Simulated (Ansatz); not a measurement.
SiC (model structure, P6₂22, No. 180, 6 atoms in the cell) was calculated with G0W0@PBEsol in Ansatz (plane waves, hard PAW, contour deformation).

The cell is the one relaxed with PBEsol. Conventional cell: a = 3.0661 Å, b = 3.0661 Å, c = 7.0265 Å, α = 90.00°, β = 90.00°, γ = 120.00°.

The quasiparticle gap at Γ at a fixed k mesh 3×3×2:

```csv
response cutoff,value (eV)
"200 eV, 675 empty bands",4.120
"250 eV, 943 empty bands",4.139
"300 eV, 1240 empty bands",4.151
"400 eV, 1909 empty bands",4.164
```

**Question.** Taking the value to converge with the response cutoff E as E^(−3/2), extrapolate from the last two rows.

**Answer.** With y = y∞ + c/w and weights w = 5196 and 8000 for the last two rows, y∞ = (w2 y2 − w1 y1)/(w2 − w1) = (8000 × 4.164 − 5196 × 4.151)/2804 = 4.188 eV, which lies 0.024 beyond the last row. Successive pairs of rows give 4.187, 4.189, 4.188. The limit also hangs on the law assumed, so its last digits aren't firm.

The other settings are not extrapolated, so this is the limit in one setting alone.

At the last cutoff the smallest gap on this mesh is 2.61 eV, with an edge away from Γ.

A model structure was made by putting elements into a prototype or built by hand; it is no filed structure, need not be a known phase, and can be a saddle point held by its symmetry.

Ansatz is an electronic-structure program.
